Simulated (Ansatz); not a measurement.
Consider the following.

End structure of S on the 1x1 (111) surface of fcc Rh, one in a 1x1 cell, started at the site 'top Rh':

```xyz
5
Lattice="2.7082 0.0000 0.0000 -1.3541 2.3454 0.0000 0.0000 0.0000 26.0000" Properties=species:S:1:pos:R:3 pbc="T T T"
Rh     0.0000     1.5636     9.7330
Rh     1.3541     0.7818    11.9106
Rh     0.0000     0.0000    14.1062
Rh     0.0000     1.5636    16.3621
S      0.0000     1.5636    18.5629
```

Slab: 5 atoms, 6.5 Å thick at the start under the adsorbate (thin: gaps and levels are the slab's own); k 12x12x1, smearing 0.1 eV, dipole-corrected; 2 atoms held, the rest relaxed; symmetry of the start imposed; spin-polarised, no spin-orbit, no U, no dispersion correction. The starting moment vanished. At the end it is bonded to Rh. In PBE it is, or lies within 0.03 eV of, the lowest of the starts that converged.

A negative adsorption energy means that the adsorbate is more stable on the surface than in its reference.

Estimate the change of the step from the bottom to the top vacuum level, against the clean slab that PBE (Ansatz, a first-principles code) returns for this input.

-0.28 eV

What change of the work function does PBE give?

-0.37 eV

Give the work function of the top face at the level PBE.

4.78 eV

Predict the adsorption energy against ⅛ S8(g) from PBE.

-10.2 kcal/mol
